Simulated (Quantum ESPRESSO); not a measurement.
Input and output of a self-consistent single point for a sheet of PtSe2 (3 atoms in the cell) (Quantum ESPRESSO).

Computed with LDA (PZ), GBRV 1.5 ultrasoft (LDA) pseudopotentials (plane waves; Quantum ESPRESSO 7.5).

```
PtSe2
1.0
    3.60789     0.00000     0.00000
   -1.80394     3.12452     0.00000
    0.00000     0.00000    16.98204
Pt Se
1 2
Cartesian
  0.00000   0.00000   8.49102
  0.00000   2.08302   9.98204
  1.80394   1.04151   7.00000
```

Reference input (self-consistent single point, DFT, PBE, plane waves, SSSP 1.1.2 efficiency (PBE) pseudopotentials): ecutwfc = 40 Ry; ecutrho = 320 Ry; occupations = smearing; smearing = gauss; degauss = 0.0073499 Ry; potentials = {Pt: pt_pbe_v1.4.uspp.F.UPF, Se: Se_pbe_v1.uspp.F.UPF}; K_POINTS = automatic 7 7 1 0 0 0; conv_thr = 1e-10 Ry; mixing_beta = 0.5. This run's input differs from it in these lines:

```diff
@@ -23,4 +23,4 @@
 ATOMIC_SPECIES
-Pt   195.0840  pt_pbe_v1.4.uspp.F.UPF
-Se    78.9710  Se_pbe_v1.uspp.F.UPF
+Pt   195.0840  pt_lda_v1.4.uspp.F.UPF
+Se    78.9710  se_lda_v1.uspp.F.UPF
 ATOMIC_POSITIONS crystal
```

Log, with long lists cut:

```
     Self-consistent Calculation

     iteration #  1     ecut=    40.00 Ry     beta= 0.50

     negative rho (up, down):  1.739E-01 0.000E+00

     total energy              =    -296.34043222 Ry
     estimated scf accuracy    <       1.87338156 Ry

     iteration #  2     ecut=    40.00 Ry     beta= 0.50

     negative rho (up, down):  1.773E-01 0.000E+00

     total energy              =    -296.80189645 Ry
     estimated scf accuracy    <       3.22179058 Ry

     iteration #  3     ecut=    40.00 Ry     beta= 0.50

     negative rho (up, down):  1.765E-01 0.000E+00

     total energy              =    -297.22415122 Ry
     estimated scf accuracy    <       0.02056726 Ry

   [... 6 blocks of this kind left out ...]

     iteration # 10     ecut=    40.00 Ry     beta= 0.50

     negative rho (up, down):  1.758E-01 0.000E+00

     total energy              =    -297.22882317 Ry
     estimated scf accuracy    <          2.3E-10 Ry

     iteration # 11     ecut=    40.00 Ry     beta= 0.50

     negative rho (up, down):  1.758E-01 0.000E+00
     End of self-consistent calculation

     the Fermi energy is    -0.0683 ev

!    total energy              =    -297.22882317 Ry
     estimated scf accuracy    <          4.1E-11 Ry
     smearing contrib. (-TS)   =      -0.00000000 Ry
     internal energy E=F+TS    =    -297.22882317 Ry

     convergence has been achieved in  11 iterations

     negative rho (up, down):  1.758E-01 0.000E+00

     Forces acting on atoms (cartesian axes, Ry/au):

     atom    1 type  1   force =     0.00000000   -0.00000000    0.00000000
     atom    2 type  2   force =    -0.00000000   -0.00000000   -0.06968431
     atom    3 type  2   force =     0.00000000    0.00000000    0.06968431

     Total force =     0.098549     Total SCF correction =     0.000010

     negative rho (up, down):  1.758E-01 0.000E+00
          total   stress  (Ry/bohr**3)                   (kbar)     P=      -29.96
  -0.00015005   0.00000000   0.00000000          -22.07        0.00        0.00
   0.00000000  -0.00015005   0.00000000            0.00      -22.07        0.00
   0.00000000   0.00000000  -0.00031085            0.00        0.00      -45.73

   JOB DONE.
```

The run converged in 11 iterations. Against the reference run the largest force goes from 1.113 to 1.792 eV/Å and the gap on the mesh goes from 0.932 to 0.880 eV.

The starting cell was generated: these elements placed on a structure prototype, without a prior relaxation; it need not be a known phase or ordering of this composition. Its lattice was rescaled in the plane by a random factor within 2.5 % of one. Spin-orbit coupling is off. Forces in this geometry exceed 1 eV/Å.

Cost on one core of a shared machine: roughly 90 s.
